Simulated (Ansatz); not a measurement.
Reference: KBr (Pm-3m), r2SCAN, rigid bands (plane waves, PAW, scalar-relativistic; Ansatz, an electronic-structure program); geometry: cell and atoms relaxed with PBEsol.

```
KBr
1.0
    3.93304     0.00000     0.00000
    0.00000     3.93304     0.00000
    0.00000     0.00000     3.93304
K Br
1 1
Direct
  0.00000   0.00000   0.00000
  0.50000   0.50000   0.50000
```

- band gap: 4.89 eV
- electron conductivity mass: 0.35 mₑ
- Seebeck coefficient, n-type 1e19 cm⁻³: -170 μV/K

Replace K by Rb on the same sites and relax. What happens?

RbBr (Pm-3m): volume per atom 30.4 to 33.8 Å³; band gap stays about the same (4.89 eV to 4.98 eV); electron conductivity mass falls (0.35 mₑ to 0.33 mₑ); Seebeck coefficient, n-type 1e19 cm⁻³ stays about the same (-170 μV/K to -165 μV/K).

Swap Br for Cl, keeping the structure type. How do these values move?

KCl (Pm-3m): volume per atom 30.4 to 26.1 Å³; band gap rises (4.89 eV to 5.94 eV); electron conductivity mass rises (0.35 mₑ to 0.41 mₑ); Seebeck coefficient, n-type 1e19 cm⁻³ rises in size (-170 μV/K to -188 μV/K).

Moves up to 5 % count as about the same. Masses are for dilute carriers at 300 K, harmonic means over directions unless an axis is named. Seebeck coefficients are for the stated density at 300 K, with one relaxation time for all states and whether or not that doping can be reached. Spin-orbit coupling is left out.

Computed structure with no diffraction record at hand here (it may be known, metastable or hypothetical): KBr (Pm-3m), KCl (Pm-3m), RbBr (Pm-3m).
